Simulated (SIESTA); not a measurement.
Band structure of FePt (P4/mmm, 2 atoms in the cell).

```
CELL_PARAMETERS angstrom
      2.79374     0.00000     0.00000
      0.00000     2.79374     0.00000
      0.00000     0.00000     3.82743
ATOMIC_POSITIONS crystal
  Fe 0.00000 0.00000 0.00000
  Pt 0.50000 0.50000 0.50000
```
Moments meant for the start (each program seeds them in its own way; μB, in the order of the atoms Fe Pt): 4.0 1.0.

Method: GGA PBE, numerical atomic orbitals DZP, PseudoDojo PBE standard norm-conserving potentials (rewritten from UPF to PSML) run with SIESTA.

Settings: XC.functional = GGA; XC.authors = PBE; potentials = PseudoDojo PBE standard; PAO.BasisSize = DZP; PAO.EnergyShift = 0.005 Ry; MeshCutoff = 300 Ry; kgrid.MonkhorstPack = 12 12 9; OccupationFunction = FD; ElectronicTemperature = 136 meV; Spin = polarized; DM.InitSpin = [1 +4.00, 2 +1.00]; MaxSCFIterations = 150; SCF.Mixer.Method = Pulay; SCF.Mixer.Weight = 0.1.

The starting cell comes from a database of computed structures (which also holds hypothetical and non-ambient phases and stackings), without a prior relaxation at this level. Its lattice was rescaled by a random factor within 2.5 % of one. Spin-orbit coupling is off. With one magnetic atom in the cell only a parallel order is possible. Values carry the incompleteness of an atom-centred basis.

Levels in eV from the Fermi level, bands 16 to 21 of the first spin channel:
| point | 16 | 17 | 18 | 19 | 20 | 21 |
|---|---|---|---|---|---|---|
| Γ | -2.23 | -0.75 | -0.75 | -0.70 | 2.18 | 10.16 |
| X | -2.54 | -2.52 | -1.62 | -0.28 | 1.66 | 10.24 |
| M | -0.91 | -0.84 | 0.29 | 1.56 | 1.56 | 8.17 |
| Z | -2.66 | -2.29 | -2.09 | -2.09 | -0.90 | 17.27 |
| R | -1.19 | -0.82 | -0.70 | -0.54 | -0.39 | 4.11 |
| A | -1.69 | -1.57 | 0.29 | 6.66 | 6.66 | 7.90 |

Bands cross the Fermi level along this path, so the cell is metallic at this level.

Higher empty bands are left out: an atom-centred basis made for the valence describes them poorly.

The net moment of the cell came out as 3.49 μB.
